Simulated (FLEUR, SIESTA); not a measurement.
A FLEUR input for a self-consistent single point of Zr3Sc (P6_3/mmc, 8 atoms in the cell) (DFT, PBEsol, all-electron FLAPW (FLEUR), scalar-relativistic valence):

Input of the input generator:

```
scf Zr3Sc
&input film=f /
12.3210521782 -0.0000000119 0.0000000000
-6.1605260788 10.6703441936 0.0000000000
0.0000000000 0.0000000000 9.6898919575
1.0
1.0 1.0 1.0

8
40 0.1672500000 0.8327500000 0.2500000000
40 0.8327500000 0.1672500000 0.7500000000
40 0.3345000000 0.1672500000 0.7500000000
40 0.6655000000 0.8327500000 0.2500000000
40 0.1672500000 0.3345000000 0.2500000000
40 0.8327500000 0.6655000000 0.7500000000
21 0.3333333333 0.6666666667 0.7500000000
21 0.6666666667 0.3333333333 0.2500000000

&comp jspins=1 /
&exco xctyp='PBEs' /
&kpt div1=3 div2=3 div3=4 gamma=t /
&end /
```

```xml
<?xml version="1.0" encoding="UTF-8" standalone="no"?>
<fleurInput fleurInputVersion="0.39">
   <comment>
      scf Zr3Sc                                                                                           
   </comment>
   <calculationSetup>
      <cutoffs Kmax="3.8" Gmax="13.3" GmaxXC="13.3" numbands="0"/>
      <scfLoop itmax="80" minDistance="0.00001" maxIterBroyd="40" imix="Anderson" alpha="0.05" precondParam="0.0" spinf="2.0"/>
      <coreElectrons ctail="T" frcor="F" kcrel="0" coretail_lmax="0"/>
      <xcFunctional name="PBEs" relativisticCorrections="F"/>
      <magnetism jspins="1"/>
      <soc l_soc="F" theta="0.0" phi="0.0" spav="F"/>
      <expertModes spex="0" secvar="F"/>
      <geometryOptimization l_f="T" forcealpha="1.0" forcemix="BFGS" epsdisp="0.00001" epsforce="0.00001"/>
      <ldaU l_linMix="F" mixParam="0.05" spinf="1.0"/>
   </calculationSetup>
   <cell>
      <bzIntegration valenceElectrons="94.0" mode="hist" fermiSmearingEnergy="0.00367493">
         <kPointListSelection listName="default-1"/>
         <!-- k-points included here -->
         <xi:include xmlns:xi="http://www.w3.org/2001/XInclude" href="kpts.xml"> </xi:include>
      </bzIntegration>
      <!-- symmetry operations included here -->
      <xi:include xmlns:xi="http://www.w3.org/2001/XInclude" href="sym.xml"> </xi:include>
      <bulkLattice scale="1.0">
         <bravaisMatrix>
            <row-1>   12.3210521782000004    -0.0000000119000000     0.0000000000000000</row-1>
            <row-2>   -6.1605260788000002    10.6703441936000001     0.0000000000000000</row-2>
            <row-3>    0.0000000000000000     0.0000000000000000     9.6898919575000004</row-3>
         </bravaisMatrix>
      </bulkLattice>
   </cell>
   <atomSpecies>
      <species name="Zirconium (Zr)" element="Zr" atomicNumber="40">
         <mtSphere radius="2.68" gridPoints="925" logIncrement="0.014"/>
         <atomicCutoffs lmax="10" lnonsphr="8"/>
         <electronConfig flipSpins="F">
            <coreConfig>(1s1/2) (2s1/2) (2p1/2) (2p3/2) (3s1/2) (3p1/2) (3p3/2) (3d3/2) (3d5/2)</coreConfig>
            <valenceConfig>(4s1/2) (4p1/2) (4p3/2) (5s1/2) (4d3/2) (4d5/2)</valenceConfig>
            <stateOccupation state="(4d3/2)" spinUp="0.4" spinDown="0.4"/>
            <stateOccupation state="(4d5/2)" spinUp="0.6" spinDown="0.6"/>
         </electronConfig>
         <energyParameters s="5" p="5" d="4" f="4"/>
         <lo type="SCLO" l="0" n="4" eDeriv="0"/>
         <lo type="SCLO" l="1" n="4" eDeriv="0"/>
      </species>
      <species name="Scandium (Sc)" element="Sc" atomicNumber="21">
         <mtSphere radius="2.68" gridPoints="925" logIncrement="0.013"/>
         <atomicCutoffs lmax="10" lnonsphr="8"/>
         <electronConfig flipSpins="F">
            <coreConfig>(1s1/2) (2s1/2) (2p1/2) (2p3/2)</coreConfig>
            <valenceConfig>(3s1/2) (3p1/2) (3p3/2) (4s1/2) (3d3/2) (3d5/2)</valenceConfig>
            <stateOccupation state="(3d3/2)" spinUp="0.2" spinDown="0.2"/>
            <stateOccupation state="(3d5/2)" spinUp="0.3" spinDown="0.3"/>
         </electronConfig>
         <energyParameters s="4" p="4" d="3" f="4"/>
         <lo type="SCLO" l="0" n="3" eDeriv="0"/>
         <lo type="SCLO" l="1" n="3" eDeriv="0"/>
      </species>
   </atomSpecies>
   <atomGroups>
      <atomGroup species="Zirconium (Zr)">
         <relPos label="                   1">.1672500000 -.1672500000 1.000/4.000</relPos>
         <relPos label="                   2">-.1672500000 .1672500000 -1.000/4.000</relPos>
         <relPos label="                   3">.3345000000 .1672500000 -1.000/4.000</relPos>
         <relPos label="                   4">-.3345000000 -.1672500000 1.000/4.000</relPos>
         <relPos label="                   5">.1672500000 .3345000000 1.000/4.000</relPos>
         <relPos label="                   6">-.1672500000 -.3345000000 -1.000/4.000</relPos>
         <force calculate="T" relaxXYZ="TTT"/>
      </atomGroup>
      <atomGroup species="Scandium (Sc)">
         <relPos label="                   7">1.000/3.000 -1.000/3.000 -1.000/4.000</relPos>
         <relPos label="                   8">-1.000/3.000 1.000/3.000 1.000/4.000</relPos>
         <force calculate="T" relaxXYZ="TTT"/>
      </atomGroup>
   </atomGroups>
   <output dos="F" band="F" slice="F">
      <checks vchk="F" cdinf="F"/>
      <bandDOS minEnergy="-.5*Htr" maxEnergy="0.5*Htr" sigma="0.015" storeEVData="T"/>
      <vacuumDOS vacdos="F" integ="F" star="F" nstars="0" locx1="0.0" locy1="0.0" locx2="0.0" locy2="0.0" nstm="0" tworkf="0.0"/>
      <unfoldingBand unfoldBand="F" supercellX="1" supercellY="1" supercellZ="1"/>
      <plotting iplot="0" polar="F">
         <plot TwoD="T" vec1="  1.0  0.0  0.0" vec2="  0.0  1.0  0.0" vec3="  0.0  0.0  1.0" zero="  0.0  0.0  0.0" file="plot"/>
      </plotting>
      <chargeDensitySlicing numkpt="0" minEigenval="0.0" maxEigenval="0.0" nnne="0" pallst="F"/>
      <specialOutput eonly="F"/>
      <magneticCircularDichroism mcd="F" energyLo="-10.0" energyUp="0.0"/>
   </output>
  <!-- We include the file relax.xml here to enable relaxations (see documentation) -->
  <xi:include xmlns:xi="http://www.w3.org/2001/XInclude" href="relax.xml"> <xi:fallback/> </xi:include>
</fleurInput>
```

Problem. Give the SIESTA input for the same structure, mesh, smearing and functional.

Solution. One input that does it (others would too):

```
# files in the folder: Zr.psml Sc.psml (PseudoDojo PBEsol standard)
SystemName  Zr3Sc
SystemLabel siesta

NumberOfAtoms                8
NumberOfSpecies              2
%block ChemicalSpeciesLabel
  1 40 Zr
  2 21 Sc
%endblock ChemicalSpeciesLabel
LatticeConstant              6.520020 Ang
%block LatticeVectors
     1.000000000    0.000000000    0.000000000
    -0.500000000    0.866025411    0.000000000
     0.000000000    0.000000000    0.786450042
%endblock LatticeVectors
AtomicCoordinatesFormat      Fractional
%block AtomicCoordinatesAndAtomicSpecies
     0.167250000    0.832750000    0.250000000  1
     0.832750000    0.167250000    0.750000000  1
     0.334500000    0.167250000    0.750000000  1
     0.665500000    0.832750000    0.250000000  1
     0.167250000    0.334500000    0.250000000  1
     0.832750000    0.665500000    0.750000000  1
     0.333333000    0.666667000    0.750000000  2
     0.666667000    0.333333000    0.250000000  2
%endblock AtomicCoordinatesAndAtomicSpecies

XC.functional                GGA
XC.authors                   PBEsol
PAO.BasisSize                DZP
PAO.EnergyShift              0.01 Ry
MeshCutoff                   300 Ry
%block kgrid.MonkhorstPack
    3   0   0  0.0
    0   3   0  0.0
    0   0   4  0.0
%endblock kgrid.MonkhorstPack
OccupationFunction           FD
ElectronicTemperature        100.0 meV

MaxSCFIterations             150
SCF.Mixer.Method             Pulay
SCF.Mixer.Weight             0.2
SCF.Mixer.History            6
SCF.DM.Tolerance             1.0E-05
Diag.ParallelOverK           true
WriteForces                  true
```

Basis, cutoffs, solver keys and any potentials are the target program's own. This input uses DFT, GGA PBEsol, numerical atomic orbitals DZP, PseudoDojo PBEsol standard norm-conserving potentials (rewritten from UPF to PSML).

The starting cell comes from a database of computed structures (which also holds hypothetical and non-ambient phases and stackings), without a prior relaxation at this level.
